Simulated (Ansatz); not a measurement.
Start from BAs in the zinc blende structure (space group F-43m, No. 216; a = 4.732 Å). Axes: x, y, z lie along the cube axes.

Method: LDA (Ansatz, a program for electronic structure), no SOC.

Base values:

The valence-band top at Γ is 0.00, 0.00, 0.00 eV.

Modification: compressive biaxial strain of 1.50 % in the plane normal to [001], as in epitaxy on a mismatched substrate; the out-of-plane cell vector and the atoms relax.

Problem. What does the calculation give for the valence-band top at Γ, in-plane stress and ratio −ε⊥/ε∥ after the change?

Solution. The valence-band top at Γ (three highest levels, from the VBM) changes from 0.00, 0.00, 0.00 eV to 0.00, 0.00, -0.23 eV; the mean in-plane stress (compression positive) comes out as +5.2 GPa; the ratio −ε⊥/ε∥ is 0.52.

The levels and masses belong to the bands next to the band gap. No phonon test of stability was made.
